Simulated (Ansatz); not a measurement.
Consider a 24-atom cell of (Ti,Hf)Si2 started in the ZrSi2 (C49) type structure, site fractions Ti 0.500, Hf 0.500, short-range order -0.33 among the nearest mixed sites of the first mixed sublattice (0 is random, a negative value favours unlike neighbours), space group P-1 at the end. Its start:

```yaml
crystal:
  lattice:
    - [-0.00730, 0.00302, 7.24567]
    - [1.80655, -7.09504, 3.61808]
    - [7.23848, -0.00303, -3.63009]
  atoms:
    - { symbol: Ti, position: [0.01180, 0.79614, 0.05576] }
    - { symbol: Hf, position: [0.49719, 0.78784, 0.04764] }
    - { symbol: Hf, position: [0.26222, 0.78846, 0.55789] }
    - { symbol: Ti, position: [0.74754, 0.79564, 0.54741] }
    - { symbol: Ti, position: [0.75246, 0.20436, 0.45259] }
    - { symbol: Hf, position: [0.23778, 0.21154, 0.44211] }
    - { symbol: Hf, position: [0.00281, 0.21216, 0.95236] }
    - { symbol: Ti, position: [0.48820, 0.20386, 0.94424] }
    - { symbol: Si, position: [0.45110, 0.10299, 0.23029] }
    - { symbol: Si, position: [0.91808, 0.10577, 0.21613] }
    - { symbol: Si, position: [0.67271, 0.12508, 0.72063] }
    - { symbol: Si, position: [0.18506, 0.10316, 0.72272] }
    - { symbol: Si, position: [0.31494, 0.89684, 0.27728] }
    - { symbol: Si, position: [0.82729, 0.87492, 0.27937] }
    - { symbol: Si, position: [0.58192, 0.89423, 0.78387] }
    - { symbol: Si, position: [0.04890, 0.89701, 0.76971] }
    - { symbol: Si, position: [0.80808, 0.50202, 0.37926] }
    - { symbol: Si, position: [0.31919, 0.49897, 0.36983] }
    - { symbol: Si, position: [0.05834, 0.51537, 0.87232] }
    - { symbol: Si, position: [0.56129, 0.48564, 0.87818] }
    - { symbol: Si, position: [0.93871, 0.51436, 0.12182] }
    - { symbol: Si, position: [0.44166, 0.48463, 0.12768] }
    - { symbol: Si, position: [0.18081, 0.50103, 0.63017] }
    - { symbol: Si, position: [0.69192, 0.49798, 0.62074] }
```

The mixing enthalpy is taken against the end members in the ZrSi2 (C49) type type (which need not be the stable form of every end member), relaxed in the same cell and mesh.

Method: PBE (plane waves to 420 eV, PAW; Ansatz, a first-principles code). Spin–orbit coupling is left out; the runs are not spin-polarised. Its k-point mesh 6×5×5, Fermi–Dirac width 0.05 eV.

```json
[
 {"end member": "TiSi2", "weight": "0.500", "volume per atom (Å³)": "14.35"},
 {"end member": "HfSi2", "weight": "0.500", "volume per atom (Å³)": "16.38"}
]
```

Question: Predict the alloy's volume, bond lengths and mixing enthalpy.

Answer: 
```
Property                                                                                          Result
----------------------------------------------------------  --------------------------------------------
volume per atom                                                                                 15.44 Å³
Si–Ti bonds (within 1.22 times the sum of covalent radii)   2.723 Å on average, from 2.612 to 2.961 (40)
Hf–Si bonds (within 1.22 times the sum of covalent radii)   2.753 Å on average, from 2.650 to 2.922 (40)
mixing enthalpy per site of the mixed sublattice                                                  57 meV
departure of the mean lattice parameter from Vegard's line                                        +0.2 %
```
